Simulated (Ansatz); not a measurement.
An ideal cubic perovskite cell is held by its symmetry; such compounds can tilt or shift off centre at room temperature.

 Where the default PAW files enter, the runs use the earlier of Ansatz's two default sets.

Consider the following.

```xyz
5
Lattice="5.9486 0.0000 0.0000 0.0000 5.9486 0.0000 0.0000 0.0000 5.9486" Properties=species:S:1:pos:R:3 pbc="T T T"
Cs     0.0000     0.0000     0.0000
Pb     2.9743     2.9743     2.9743
Br     2.9743     2.9743     0.0000
Br     0.0000     2.9743     2.9743
Br     2.9743     0.0000     2.9743
```

Space group of this cell: Pm-3m, cubic perovskite. The cell is taken as given.

Computed with r2SCAN (plane waves, PAW; Ansatz, a quantum-chemistry and plane-wave program).

The current runs along the normal of the first two printed vectors; no spin-orbit coupling. Scaled by the factor s: all lengths (ions clamped). Meshes 6×6×6 and 6×6 across the current in all rows.

| s | mean pressure (GPa) | slowest mid-gap decay constant κ (1/Å) |
|---|---|---|
| 0.98 | 1.3 | 0.107 |
| 1.00 | -0.1 | 0.122 |
| 1.02 | -1.2 | ? |

Q: Take the slope of the slowest mid-gap decay constant κ against ln s from the two given rows, extrapolate to s = 1.02, and say what the run there gives.

A: Slope = (0.107 − 0.122) / ln 0.98 = 0.742 1/Å. The line gives 0.122 + (0.742) × ln 1.02 = 0.137 1/Å. The run gives 0.134 1/Å, 0.003 1/Å under the line, 18 % of the predicted step.
